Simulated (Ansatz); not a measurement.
# TiN: biaxial strain −4.72 %, plane normal [001], relaxed out of plane

Start from TiN in the rock salt structure (space group Fm-3m, No. 225; a = 4.233 Å; relaxed with 0.1 eV smearing). Axes: x, y, z lie along the cube axes.

It is then changed as follows: biaxial strain −4.72 %, plane normal [001], relaxed out of plane (Cartesian); in-plane vectors clamped, the third vector and the atoms free.

The values are results of r2SCAN, PAW, 500 eV (Ansatz, a quantum-chemistry and plane-wave program; scalar-relativistic without spin-orbit coupling), not measurements. Settings: 23×23×23 k-points, 0.1 eV Fermi–Dirac smearing.

```tsv
quantity	base	changed	shift
volume per atom	9.48 Å³	8.80 Å³	-0.68 Å³
space group	Fm-3m (No. 225)	I4/mmm (No. 139)	–
shortest interatomic distance	2.117 Å	2.017 Å	-0.100 Å
energy relative to the base (free energy F)	0 meV/atom	+110 meV/atom	+110 meV/atom
pressure (mean of the normal stresses, compression positive)	0.0 GPa	29.6 GPa	+29.6 GPa
band gap	zero	zero	–
out-of-plane strain	–	+2.20 %	–
ratio −ε⊥/ε∥	–	0.47	–
mean in-plane stress (compression positive)	–	+44.4 GPa	–
```

Final structure (turned so that z lies along the plane normal):

```
TiN
1.0
    2.85197     0.00000     0.00000
    0.00000     2.85197     0.00000
    1.42599    -1.42599     2.16307
N Ti
1 1
Direct
  0.00000   0.00000   0.00000
  0.50000   0.50000   0.00000
```

No phonon test of stability was made. All final runs are without spin polarisation. An odd electron count without spin: TiN.
